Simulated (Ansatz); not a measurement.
The parent structure is InP in the CsCl type structure (space group Pm-3m, No. 221; a = 3.3880 Å; a hypothetical phase, not in the database extracts checked; relaxed with 0.1 eV smearing). Axes: x, y, z lie along the cube axes.

Computed with Ansatz (a first-principles code) PBEsol, scalar-relativistic without spin-orbit coupling.

A first run, uniaxial strain ε_yy = +1.17 %, gives secant values C11 ≈ 79 GPa and C12 ≈ 68 GPa from its stress. A second run applies biaxial strain +1.63 %, plane normal [001], relaxed out of plane.

### Question
What does linear elasticity predict for −ε⊥/ε∥ in the second run, and what does the run give?

### Answer
Linear elasticity: 2 C12/C11 = 1.72. The run gives 1.88; any difference comes from nonlinear terms at these strains and numerical noise.

Stability against distortions was not tested. The final runs are not spin-polarised.
